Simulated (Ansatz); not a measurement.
Cost and result by functional for the adsorption energy of NH3 on the 1x1 (110) surface of bcc W, one in a 2x2 cell, started at the site 'bridge W-W (span 3.2 Å)', in Ansatz (plane waves, PAW). Single points on the PBE structure, on one kind of machine; costs are rough ratios of the slab run's core time (references not counted) to the cheapest single point. r2SCAN's cost holds its higher cutoff (500 against 420 eV). Differences are taken against r2SCAN for comparison alone: no measured value is at hand, so the table doesn't rank accuracy.

Set-up: 20 atoms, 6.6 Å thick at the start under the adsorbate (thin: gaps and levels are the slab's own); mesh 6x6x1; 0.1 eV smearing; dipole correction on; 8 atoms held, the rest relaxed; no symmetry held; no spin, no spin-orbit, no U, no dispersion correction. At the end it is bonded to W. In PBE it is, or lies within 0.03 eV of, the lowest of the starts that converged. These notes are the PBE run's. Adsorption energies are against NH3(g). A negative adsorption energy means that the adsorbate is more stable on the surface than in its reference.

```csv
functional,relative cost,adsorption energy (eV),less r2SCAN (eV)
RPBE,1,-0.60,0.38
r2SCAN,2,-0.98,0.00
PBE (the relaxed run's value),–,-0.86,0.12
```

The values span 0.38 eV, while the single points' costs differ by a factor of roughly 2. Differences are of unrounded values.

Ansatz is a first-principles code.
